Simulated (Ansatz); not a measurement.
Given:

End structure of a constructed model of the (0001) surface of hcp Zr, a pseudomorphic layer of Ag in the host's stacking (bottom of the slab: a bare face, its two planes held):

```
CELL_PARAMETERS angstrom
      3.23249     0.00000     0.00000
     -1.61625     2.79942     0.00000
      0.00000     0.00000    32.00000
ATOMIC_POSITIONS crystal
  Zr 0.66667 0.33333 0.25514
  Zr 0.33333 0.66667 0.33592
  Zr 0.66667 0.33333 0.41742
  Zr 0.33333 0.66667 0.49907
  Zr 0.66667 0.33333 0.57977
  Zr 0.33333 0.66667 0.65973
  Ag 0.66667 0.33333 0.73185
```

Model: 7-atom slab, 15.7 Å thick at the start, 13x13x1 mesh, Fermi-Dirac 0.1 eV, dipole correction, 2 atoms held, the rest relaxed; start symmetry kept, larger cells not searched; no spin, no spin-orbit, no U. It is one candidate, not shown to be the stable structure of the face.

Task: Predict the work function of the top face from PBE run with Ansatz (a first-principles code).

Result: 3.59 eV
